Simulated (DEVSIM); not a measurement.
Device: abrupt In0.53Ga0.47As p-n junction, at 250 K.

Layer 1 from the left is In0.53Ga0.47As, thickness (μm) 10.0, Na (cm⁻³) 1.2e15, τn (s) 2.6e-8, τp (s) 2.6e-8. Layer 2 from the left is In0.53Ga0.47As, thickness (μm) 230, Nd (cm⁻³) 3e14, τn (s) 2.6e-8, τp (s) 2.6e-8.

Left contact: ohmic. Right contact: ohmic. Voltage is applied to the left contact. Recombination: SRH at mid-gap. Mobility is constant in doping.

The device is made up for the run: typed textbook-type constants, with dimensions and the other settings drawn at random. Values at 300 K; Nc and Nv go as T^1.5, mobilities as T to minus their exponent, the gap by Varshni's rule with the affinity fixed.

In0.53Ga0.47As: gap (eV) 0.74, affinity (eV) 4.51, permittivity 13.9, Nc (cm⁻³) 2.1e17, Nv (cm⁻³) 7.7e18, μn (cm²/Vs) 12000, μp (cm²/Vs) 300, T exponent of μn 1.6, T exponent of μp 1.6, Varshni α (eV/K) 0.00035, Varshni β (K) 190.

Task: Estimate by hand the built-in potential, the peak field at zero bias, the capacitance at -0.6 V, and compare with a numerical solution.

Result: 
- Built-in potential: ni = √(Nc Nv) exp(−Eg/2kT) = 2.40e10 cm⁻³ with Eg = 0.755 eV; Vbi = kT/q ln(Na Nd/ni²) = 0.436 V; numerical 0.436 V.
- Peak field at zero bias: depletion approximation: W = √(2εVbi/(qN)) = 1.67 μm with N = 2.40e14 cm⁻³; field = 2Vbi/W = 5220 V/cm; numerical 4960 V/cm (estimate above by 5.2 %).
- Capacitance at -0.6 V: C = √(qεN / 2(Vbi + |V|)) = 4.78 nF/cm²; numerical 4.88 nF/cm² (estimate below by 2.1 %).

DEVSIM, 1D drift-diffusion, Boltzmann statistics, complete ionisation; no tunnelling, impact ionisation, image-force lowering or self-heating.
